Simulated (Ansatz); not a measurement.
**Thickness series in HfN**

The reference is HfN in the rock salt structure (space group Fm-3m, No. 225; a = 4.526 Å). Axes: x, y, z lie along the cube axes.

Free-standing slabs (2 atom(s) a layer) normal to the z axis with 15 Å of vacuum; in-plane cell held at bulk.

Computed with Ansatz (a program for electronic structure) r2SCAN, no SOC, earlier PAW set.

Notes on the quantities. excess energy per area of both faces: slab less bulk energy over the cell's area: twice a surface energy; uncertain by up to 0.2 J/m²; layer's space group: with vacuum.

```csv
change,excess energy per area of both faces,thickness between the outermost nuclei,layer's space group,shortest interatomic distance
base,–,–,–,2.263 Å
1 layer,–,–,P4/mmm (No. 123),2.263 Å
2 layers,3.3 J/m²,2.35 Å,P4/nmm (No. 129),…
3 layers,3.2 J/m²,4.72 Å,P4/mmm (No. 123),…
4 layers,3.4 J/m²,6.85 Å,P4/nmm (No. 129),2.082 Å
5 layers,3.3 J/m²,9.24 Å,P4/mmm (No. 123),2.168 Å
6 layers,3.2 J/m²,11.46 Å,P4/nmm (No. 129),…
7 layers,3.3 J/m²,13.72 Å,P4/mmm (No. 123),2.133 Å
```

Task: Some entries are withheld; estimate them.

Result: 
- 2 layers, shortest interatomic distance: 2.229 Å
- 3 layers, shortest interatomic distance: 2.129 Å
- 6 layers, shortest interatomic distance: 2.107 Å

Slab and bulk use different k-meshes, which limits the precision of the excess energy. Whether these cells are dynamically stable was not tested. All final runs are without spin polarisation. An odd electron count without spin: HfN.
